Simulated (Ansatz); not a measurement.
The parent structure is KTaO$_{3}$ in the cubic perovskite structure (space group Pm-3m, No. 221; a = 4.0232 Å).

Method: PBE, PAW, 420 eV (Ansatz, a first-principles code; no spin-orbit coupling), earlier PAW set.

One change was made to it. Results:

```csv
quantity,base,after
volume per atom,13.02 Å³,12.47 Å³
band gap,2.17 eV,2.27 eV
gap character,"indirect, R → Γ","indirect, R → Γ"
smallest direct gap,2.81 eV,2.89 eV
```

Question: Which of these changes matches the shifts?
(A) pressure 60 GPa
(B) pressure −1 GPa
(C) pressure 30 GPa
(D) pressure 9 GPa

Answer: D, pressure 9 GPa. For comparison, the band gap in the other runs: pressure 60 GPa gives 2.59 eV; pressure 30 GPa gives 2.44 eV; pressure −1 GPa gives 2.16 eV.

Spin-orbit coupling, missing from the scalar runs, can matter with Ta. Load acts through the strain it causes; cell and atoms are relaxed under it. No phonon test of stability was made. No other phases were tried under pressure.
